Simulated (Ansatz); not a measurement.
The parent structure is V₃Si in the A15 (Cr3Si type) structure (space group Pm-3n, No. 223; a = 4.650 Å).

The values are results of Kohn–Sham DFT with the PBEsol functional, run in Ansatz (an electronic-structure program) with PAW and 420 eV plane waves, no spin-orbit coupling, earlier PAW set, not measurements.

For the base:

```
Property               Result
-------------------  --------
Lattice parameter a  465.0 pm
```

Perturbation: Al takes the place of V on all its sites, then cell and atoms are relaxed.

Question: Estimate the effect on the lattice parameter a.

Answer: The lattice parameter a increases by 37.75 pm (465.0 pm → 502.7 pm).

No phonon test of stability was made. As relaxed here, Al3Si is a hypothetical phase, not in the database extracts checked. Seeded moments were not kept for the base. The final runs are not spin-polarised.
